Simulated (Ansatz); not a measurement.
Consider a 16-atom supercell of LiH in the rock salt structure (space group Fm-3m, No. 225; a = 4.0071 Å) at its relaxed geometry.

Method: Kohn–Sham DFT with the PBE functional, run in Ansatz (a quantum-chemistry and plane-wave program) with PAW and 420 eV plane waves, spin-orbit coupling left out.

One neutral defect a cell, atoms relaxed at fixed cell.

One change was made to it. Results:

| quantity | base | after |
|---|---|---|
| pressure | 0.0 GPa | 6.6 GPa |
| largest displacement of a host atom from its site in the perfect cell | – | 0.90 Å |

Q: Which change produced these results?
(A) Li vacancy, symmetric start
(B) H on a Li site (antisite), symmetric start
(C) Li interstitial (started 1.42 Å from the nearest host atom)
(D) H vacancy, symmetric start

A: C, Li interstitial (started 1.42 Å from the nearest host atom). For comparison, the pressure in the other runs: Li vacancy, symmetric start gives -0.8 GPa; H on a Li site (antisite), symmetric start gives -2.4 GPa; H vacancy, symmetric start gives 0.7 GPa.

Other magnetic orders, which the real material may have, were not ruled out. In so small a cell the defect repeats every few ångströms: this is an ordered compound, not a dilute defect. The mesh was chosen for an insulator and is coarse for the gapless case. Defects with a symmetric start kept the site's symmetry and may sit on a saddle; the others started slightly shaken. Seeded moments were not kept for Li interstitial (started 1.42 Å from the nearest host atom) and H on a Li site (antisite).
